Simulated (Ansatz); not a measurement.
## Element substitutions in hypothetical zinc blende TlBr

The parent structure is TlBr in the zinc blende structure (space group F-43m, No. 216; a = 7.3107 Å; a hypothetical phase, not in the database extracts checked).

Each row replaces one element on all its sites; cell and atoms are relaxed.

All numbers come from Ansatz (a first-principles code), PBEsol, PAW, cutoff 420 eV, no spin-orbit coupling, earlier PAW set.

```
change   lattice parameter a  band gap
-------  -------------------  --------
base                 7.311 Å   2.77 eV
Tl → B               5.938 Å   0.43 eV
Tl → Ti              5.824 Å      zero
Tl → Bi              7.020 Å      zero
```

Other magnetic orders, which the real material may have, were not ruled out. With Tl present, leaving out spin-orbit coupling can change the band edges. No phonon test of stability was made. As relaxed here, BBr, TiBr and BiBr are hypothetical phases, not in the database extracts checked. No Hubbard U is applied, and correlation can decide whether such a compound is a metal. Spin-polarised in the final run: TiBr; the other runs are not.
